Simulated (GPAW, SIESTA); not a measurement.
A GPAW input for a self-consistent single point of CuPt7 (Fm-3m, 8 atoms in the cell) (DFT PBEsol, plane waves, GPAW PAW datasets PBEsol (made by gpaw-setup)):

```python
from ase import Atoms
from ase.units import GPa
from gpaw import GPAW, PW

atoms = Atoms(['Cu', 'Pt', 'Pt', 'Pt', 'Pt', 'Pt', 'Pt', 'Pt'],
              cell=[[0.000000, 3.998591, 3.998591],
                    [3.998591, 0.000000, 3.998591],
                    [3.998591, 3.998591, 0.000000]],
              scaled_positions=[[0.500000, 0.500000, 0.500000],
                                [0.000000, 0.000000, 0.000000],
                                [0.000000, 0.500000, 0.000000],
                                [0.500000, 0.000000, 0.000000],
                                [0.500000, 0.000000, 0.500000],
                                [0.000000, 0.500000, 0.500000],
                                [0.000000, 0.000000, 0.500000],
                                [0.500000, 0.500000, 0.000000]],
              pbc=True)

calc = GPAW(mode=PW(800),
            xc='PBEsol',
            kpts=(7, 7, 7),
            occupations={'name': 'methfessel-paxton', 'width': 0.1, 'order': 0},
            nbands=-14,
            convergence={'density': 1e-05, 'energy': 1e-05},
            symmetry={'symmorphic': False, 'tolerance': 0.0005},
            maxiter=120)

atoms.calc = calc

energy = atoms.get_potential_energy()
print('Energy (eV):', round(energy, 6))
forces = atoms.get_forces()
print('Forces (eV/Ang):')
print(forces.round(5))
stress = atoms.get_stress()
print('Stress (GPa, Voigt):', (stress / GPa).round(4))
```

Question: Give the SIESTA input for the same structure, mesh, smearing and functional.

Answer: This is the input that was run; spellings and numerical settings could be chosen otherwise.

```
# files in the folder: Cu.psml Pt.psml (PseudoDojo PBEsol standard)
SystemName  CuPt7
SystemLabel CuPt7

NumberOfAtoms                8
NumberOfSpecies              2
%block ChemicalSpeciesLabel
  1 29 Cu
  2 78 Pt
%endblock ChemicalSpeciesLabel
LatticeConstant              1.0 Ang
%block LatticeVectors
     0.000000000    3.998591000    3.998591000
     3.998591000    0.000000000    3.998591000
     3.998591000    3.998591000    0.000000000
%endblock LatticeVectors
AtomicCoordinatesFormat      Ang
%block AtomicCoordinatesAndAtomicSpecies
     3.998591000    3.998591000    3.998591000  1
     0.000000000    0.000000000    0.000000000  2
     1.999295500    0.000000000    1.999295500  2
     0.000000000    1.999295500    1.999295500  2
     1.999295500    3.998591000    1.999295500  2
     3.998591000    1.999295500    1.999295500  2
     1.999295500    1.999295500    0.000000000  2
     1.999295500    1.999295500    3.998591000  2
%endblock AtomicCoordinatesAndAtomicSpecies

XC.functional                GGA
XC.authors                   PBEsol
PAO.BasisSize                DZP
PAO.EnergyShift              0.01 Ry
MeshCutoff                   400 Ry
%block kgrid.MonkhorstPack
    7   0   0  0.0
    0   7   0  0.0
    0   0   7  0.0
%endblock kgrid.MonkhorstPack
OccupationFunction           MP
OccupationMPOrder            0
ElectronicTemperature        100.0 meV

MaxSCFIterations             150
SCF.Mixer.Method             Broyden
SCF.Mixer.Weight             0.1
SCF.Mixer.History            6
SCF.DM.Tolerance             1.0E-04
Diag.ParallelOverK           true
WriteForces                  true
Charge.Mulliken              end
```

Basis settings and potentials, where a program has them, do not carry over. This input uses DFT, GGA PBEsol, numerical atomic orbitals DZP, PseudoDojo PBEsol standard norm-conserving potentials (rewritten from UPF to PSML). Both were run: pressure -19.11 GPa in GPAW and -20.34 in SIESTA.

On SIESTA: the starting cell comes from a database of computed structures (which also holds hypothetical and non-ambient phases and stackings), without a prior relaxation at this level. Its lattice was rescaled by a random factor within 2.5 % of one. Spin polarisation is off. Values carry the incompleteness of an atom-centred basis. With a pressure of about -20 GPa the cell is away from its equilibrium volume at this level.

On GPAW: the starting cell comes from a database of computed structures (which also holds hypothetical and non-ambient phases and stackings), without a prior relaxation at this level. Its lattice was rescaled by a random factor within 2.5 % of one. Spin polarisation is off. With a pressure of about -19 GPa the cell is away from its equilibrium volume at this level.
